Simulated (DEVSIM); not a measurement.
Device: InP/In0.53Ga0.47As p-n heterojunction, at 400 K.

```
layer (left to right)        material  thickness (μm)  Nd (cm⁻³)  Na (cm⁻³)   τn (s)   τp (s)
---------------------  --------------  --------------  ---------  ---------  -------  -------
1                                 InP           0.140          -     1.2e18  4.8e-10  4.8e-10
2                      In0.53Ga0.47As           0.200     4.5e16          -  4.8e-10  4.8e-10
```

Left contact: ohmic. Right contact: ohmic. Voltage is applied to the left contact. Recombination: SRH at mid-gap. Mobility is μmin + (μ − μmin)/(1 + (N/Nref)^α).

Constants are typed, rounded textbook-type inputs, not results; the design itself was drawn at random and stands for no fabricated device. Values at 300 K; Nc and Nv go as T^1.5, mobilities as T to minus their exponent, the gap by Varshni's rule with the affinity fixed. The table also holds parameters that only a changed run uses.

| parameter | InP | In0.53Ga0.47As |
|---|---|---|
| gap (eV) | 1.344 | 0.74 |
| affinity (eV) | 4.38 | 4.51 |
| permittivity | 12.5 | 13.9 |
| Nc (cm⁻³) | 5.7e17 | 2.1e17 |
| Nv (cm⁻³) | 1.1e19 | 7.7e18 |
| μn (cm²/Vs) | 5200 | 12000 |
| μp (cm²/Vs) | 170 | 300 |
| μn,min | 400 | 300 |
| μp,min | 10 | 10 |
| Nref,n | 3e17 | 1.3e17 |
| Nref,p | 4.9e17 | 4.9e17 |
| αn | 0.47 | 0.48 |
| αp | 0.62 | 0.4 |
| T exponent of μn | 2 | 1.6 |
| T exponent of μp | 2 | 1.6 |
| Cn (cm⁶/s) | 9e-31 | 5e-29 |
| Cp (cm⁶/s) | 9e-31 | 5e-29 |
| Varshni α (eV/K) | 0.000363 | 0.00035 |
| Varshni β (K) | 162 | 190 |

Simulated with DEVSIM: 1D drift-diffusion, Boltzmann statistics, complete ionisation; no tunnelling, impact ionisation, image-force lowering or self-heating. Band offsets follow the typed affinities; no thermionic-emission limit at abrupt steps, no polarisation charge.

Base results: dark forward voltage at 100 A/cm² (V) 0.383; potential step across the device at zero bias (V) 1.022.

Question: What follows from this one change: doping Nd of layer 2 4.5e+16 → 4.5e+15 cm^-3?

Answer: dark forward voltage at 100 A/cm² 0.383 → 0.274 V; potential step across the device at zero bias 1.022 → 0.943 V.

Question: What follows from this one change: minority lifetime in layer 2 4.8e-10 → 1.4e-11 s?

Answer: dark forward voltage at 100 A/cm² 0.383 → 0.367 V; potential step across the device at zero bias little changed (1.022 V).

Question: What follows from this one change: constant mobility in place of the doping-dependent one?

Answer: dark forward voltage at 100 A/cm² 0.383 → 0.350 V; potential step across the device at zero bias little changed (1.022 V).
